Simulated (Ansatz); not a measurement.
Results of LDA (plane waves, PAW; Ansatz, a program for electronic structure) for TlBr (Fm-3m, No. 225, 2 atoms in the cell; start mp-568560; metastable phase).

Input file:

Ansatz 0.2 input:
```yaml
crystal:
  lattice:
    - [0.0, 3.2104634395, 3.2104634395]
    - [3.2104634395, 0.0, 3.2104634395]
    - [3.2104634395, 3.2104634395, 0.0]
  atoms:
    - { symbol: Tl, position: [0.0, 0.0, 0.0] }
    - { symbol: Br, position: [0.5, 0.5, 0.5] }
basis:
  ecutwfc: 520
  ecutrho_ratio: 4
  xc_grid: 2
kpoints:
  mp_grid: { grid: [10, 10, 10] }
  band_path:
    path:
      - [0.0, 0.0, 0.0]
      - [0.055556, 0.0, 0.055556]
      - [0.111111, 0.0, 0.111111]
      - [0.166667, 0.0, 0.166667]
      - [0.222222, 0.0, 0.222222]
      - [0.277778, 0.0, 0.277778]
      - [0.333333, 0.0, 0.333333]
      - [0.388889, 0.0, 0.388889]
      - [0.444444, 0.0, 0.444444]
      - [0.5, 0.0, 0.5]
      - [0.5625, 0.125, 0.5625]
      - [0.625, 0.25, 0.625]
      - [0.375, 0.375, 0.75]
      - [0.3375, 0.3375, 0.675]
      - [0.3, 0.3, 0.6]
      - [0.2625, 0.2625, 0.525]
      - [0.225, 0.225, 0.45]
      - [0.1875, 0.1875, 0.375]
      - [0.15, 0.15, 0.3]
      - [0.1125, 0.1125, 0.225]
      - [0.075, 0.075, 0.15]
      - [0.0375, 0.0375, 0.075]
      - [0.0625, 0.0625, 0.0625]
      - [0.125, 0.125, 0.125]
      - [0.1875, 0.1875, 0.1875]
      - [0.25, 0.25, 0.25]
      - [0.3125, 0.3125, 0.3125]
      - [0.375, 0.375, 0.375]
      - [0.4375, 0.4375, 0.4375]
      - [0.5, 0.5, 0.5]
      - [0.5, 0.458333, 0.541667]
      - [0.5, 0.416667, 0.583333]
      - [0.5, 0.375, 0.625]
      - [0.5, 0.333333, 0.666667]
      - [0.5, 0.291667, 0.708333]
      - [0.5, 0.25, 0.75]
      - [0.5, 0.1875, 0.6875]
      - [0.5, 0.125, 0.625]
      - [0.5, 0.0625, 0.5625]
    npoints: 1
hamiltonian:
  xc: lda
  dispersion: none
  pseudopotentials: { azcp: { folder: ./paw }, kind: paw }
scf:
  occupations: { method: fermi_dirac, width: 0.01 }
  convergence: { dr2_threshold: 0.0000000002 }
output:
  forces: true
  stress: true
  eigenvalues: true
  write_bands: true
```

Output (set-up and result lines):

```
Crystal: 2 atoms, lattice volume = 66.181 Å³
Basis set: ecut = 520 eV, 1807 PW (Γ), exchange–correlation on 72×72×72 points (8 copies of the dense FFT grid, shifted against one another)
Bands: 14, of which v1, the nominal top of the filled ones, is band 10 counted from 1 (9 counted from 0)
Symmetry: 48 space group operations
Space group: Fm-3m (ITA 225), of the structure as read, at distance tolerance 4.0e-5 Å
k-points: 47 of 1000
Initial density: superposition of atomic densities (chi_scale 0.1, normalization cell, long waves kept (reshape's long-wave potential 0.00 eV rms))
Functional: x = slater, c = lda
SCF iter   1: F=—  HF=-13843.961707 eV  |F-HF|=—  |Δ(HF+E_count)|=         —  Δρ=2.89e-2  dr2=1.18e0
SCF iter   2: F=—  HF=-13843.545449 eV  |F-HF|=—  |Δ(HF+E_count)|=   4.16e-1  Δρ=9.32e-3  dr2=9.40e-2
  ...
SCF iter   6: F=—  HF=-13843.510482 eV  |F-HF|=—  |Δ(HF+E_count)|=   7.75e-6  Δρ=4.42e-6  dr2=1.40e-8
SCF iter   7: F=-13843.510482 eV  HF=-13843.510482 eV  |F-HF|=3.64e-11  |Δ(HF+E_count)|=   1.92e-9  Δρ=3.10e-7  dr2=6.10e-11
SCF 1 converged in 7 iterations: F = -13843.510482 eV  dr2 = 6.10e-11
SCF converged after 7 iterations
Free energy (F): -13843.510482 eV
Internal energy: -13843.510482 eV  (E = F + TS)
E sigma→0 (E₀):  -13843.510482 eV
Fermi energy:    5.736463 eV
--- Stress (GPa, compression-positive) ---
       -0.002672       0.000000       0.000000
        0.000000      -0.002672       0.000000
       -0.000000      -0.000000      -0.002672
  P = ⅓ Tr σ = -0.0027 GPa (-0.027 kbar)
```

The PAW data were made under PBE.

A start named mp-… is a Materials Project structure, which need not be a measured phase.
